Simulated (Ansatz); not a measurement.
The starting structures come from a database of crystals and need not be the phases stable at ambient conditions.

 Where the default PAW files enter, the runs use the earlier of Ansatz's two default sets.

By PBEsol, the system below comes out a metal.

A figure of merit of an interconnect metal is its ballistic conductance per area.

```
CELL_PARAMETERS angstrom
      3.79516     0.00000     0.00000
     -1.89758     3.28670     0.00000
      0.00000     0.00000     4.81789
ATOMIC_POSITIONS crystal
  Si 0.66667 0.33333 0.25000
  Si 0.33333 0.66667 0.75000
  Ni 0.33333 0.66667 0.25000
  Ni 0.66667 0.33333 0.75000
  Ni 0.00000 0.00000 0.50000
  Ni 0.00000 0.00000 0.00000
```

Space group of this cell: P6_3/mmc. The cell is strained (all lengths scaled by 0.98); by PBEsol its mean pressure is 15.4 GPa.

The current flows along the normal of the first two printed cell vectors, the (001) plane of the conventional cell. No spin-orbit coupling; the value is a mean over 0.1 eV about the Fermi level.

Question: Predict the ballistic conductance per area from PBEsol run with Ansatz (an electronic-structure program).

Answer: 0.87 × 10¹⁵ S/m² for both spins.
